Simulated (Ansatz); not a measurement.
The reference is Ru in the hcp (Mg type) structure (space group P6_3/mmc, No. 194; relaxed with 0.1 eV smearing).

```xyz
2
Lattice="2.7219 0.0000 0.0000 -1.3610 2.3572 0.0000 0.0000 0.0000 4.2940" Properties=species:S:1:pos:R:3 pbc="T T T"
Ru     1.3610     0.7857     3.2205
Ru     0.0000     1.5715     1.0735
```

Cartesian axes are those of the cell as printed.

All numbers come from Ansatz (an electronic-structure program), PBE, PAW, cutoff 420 eV, no spin-orbit coupling.

Strains are applied to the cell and any free atomic positions relax.

One change was made to it. Results:

The pressure (mean of the normal stresses, compression positive) goes from zero to 3.4 GPa; the energy grows by 2.8 meV/atom; the shortest interatomic distance drops by 0.0173 Å to 2.643 Å.

Question: Which of these changes matches the shifts?
A. uniaxial strain ε_zz = −2.00 %
B. uniaxial strain ε_zz = +1.50 %
C. uniaxial strain ε_zz = −0.50 %
D. uniaxial strain ε_zz = +1.00 %
E. uniaxial strain ε_zz = −1.00 %

Answer: E, uniaxial strain ε_zz = −1.00 %. For comparison, the pressure in the other runs: uniaxial strain ε_zz = −0.50 % gives 1.7 GPa; uniaxial strain ε_zz = +1.00 % gives -3.1 GPa; uniaxial strain ε_zz = −2.00 % gives 7.1 GPa; uniaxial strain ε_zz = +1.50 % gives -4.6 GPa.

Whether these cells are dynamically stable was not tested. All final runs are without spin polarisation.
